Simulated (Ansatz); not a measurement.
# Point defects in TiSi2

Base system: a 12-atom supercell of TiSi$_{2}$ (space group Fddd, No. 70; a = 4.7602 Å, b = 8.1802 Å, c = 8.4999 Å) at its relaxed geometry.

One neutral defect a cell, atoms relaxed at fixed cell.

All numbers come from PBEsol/PAW in Ansatz (a quantum-chemistry and plane-wave program), no spin-orbit coupling.

| case | pressure | largest displacement of a host atom from its site in the perfect cell |
|---|---|---|
| perfect supercell | 0.0 GPa | – |
| Ca on a Ti site | 12.6 GPa | 0.18 Å |
| Ti vacancy | -2.6 GPa | 0.08 Å |
| Si interstitial (started 1.58 Å from the nearest host atom) | 18.5 GPa | 0.91 Å |
| Pb on a Si site, symmetric start | 12.7 GPa | 0.16 Å |
| Ru on a Si site, symmetric start | 2.6 GPa | 0.22 Å |

In so small a cell the defect repeats every few ångströms: this is an ordered compound, not a dilute defect. Defects with a symmetric start kept the site's symmetry and may sit on a saddle; the others started slightly shaken. All final runs are without spin polarisation.
